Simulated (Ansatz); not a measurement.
Response to strain in SnO2

The reference is SnO2 in the rutile structure (space group P4_2/mnm, No. 136).

```
SnO2
1.0
    4.72236     0.00000     0.00000
    0.00000     4.72236     0.00000
    0.00000     0.00000     3.19034
Sn O
2 4
Direct
  0.00000   0.00000   0.00000
  0.50000   0.50000   0.50000
  0.30607   0.30607   0.00000
  0.80607   0.19393   0.50000
  0.19393   0.80607   0.50000
  0.69393   0.69393   0.00000
```

Cartesian axes are those of the cell as printed.

Strains are applied to the cell and any free atomic positions relax.

Level of theory: Kohn–Sham DFT with the LDA functional, run in Ansatz (an electronic-structure program) with PAW and 420 eV plane waves, no spin-orbit coupling.

Notes on the quantities. pressure: mean of the normal stresses, compression positive; energy relative to the base: free energy F.

```json
[
 {"case": "base", "band gap": "1.16 eV", "pressure": "0.00 GPa", "energy relative to the base": "0 meV/atom"},
 {"case": "tensor shear ε_xz = +2.00 %", "band gap": "1.15 eV", "pressure": "0.11 GPa", "energy relative to the base": "…"},
 {"case": "tensor shear ε_xz = +0.67 %", "band gap": "1.16 eV", "pressure": "0.01 GPa", "energy relative to the base": "+0.6 meV/atom"},
 {"case": "tensor shear ε_xz = +1.67 %", "band gap": "1.15 eV", "pressure": "…", "energy relative to the base": "+3.9 meV/atom"},
 {"case": "tensor shear ε_xz = +0.33 %", "band gap": "1.16 eV", "pressure": "0.00 GPa", "energy relative to the base": "+0.1 meV/atom"},
 {"case": "tensor shear ε_xz = +1.33 %", "band gap": "1.15 eV", "pressure": "0.05 GPa", "energy relative to the base": "…"},
 {"case": "tensor shear ε_xz = +1.00 %", "band gap": "1.16 eV", "pressure": "0.03 GPa", "energy relative to the base": "+1.4 meV/atom"}
]
```

Question: Some entries are withheld; estimate them.

Answer: 
- tensor shear ε_xz = +2.00 %, energy relative to the base: +5.6 meV/atom
- tensor shear ε_xz = +1.67 %, pressure: 0.08 GPa
- tensor shear ε_xz = +1.33 %, energy relative to the base: +2.5 meV/atom

No phonon test of stability was made.
